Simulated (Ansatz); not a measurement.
**CH4 on graphene, one in a 3x3 cell, started at the site 'top C'**

Computed with PBE with D3(BJ) dispersion (plane waves to 420 eV, PAW; Ansatz, a quantum-chemistry and plane-wave program).

Set-up: 23 atoms; mesh 4x4x1; 0.05 eV smearing; dipole correction on; 1 atoms held, the rest relaxed; no symmetry held; no spin, no spin-orbit, no U. At the end no host atom lies within bonding distance. In D3-corrected PBE it is, or lies within 0.03 eV of, the lowest of the starts that converged.

The adsorption energy against CH4(g) is -0.14 eV and the work function of the top face is 4.26 eV. The change of the work function is 0.016 eV and the change of the step from the bottom to the top vacuum level, against the clean slab comes out as 0.012 eV. The energy released by relaxation is 1.29 eV and the height of the binding atom over the mean of the host atoms within 0.3 Å of the top one is 3.406 Å. The nearest host atoms of the binding atom comes out as C at 3.42 Å, C at 3.69 Å, C at 3.70 Å, the largest move of a host atom comes out as 0.01 Å and the cost comes out as about 6 core-minutes (a rough figure).

A negative adsorption energy means that the adsorbate is more stable on the surface than in its reference.
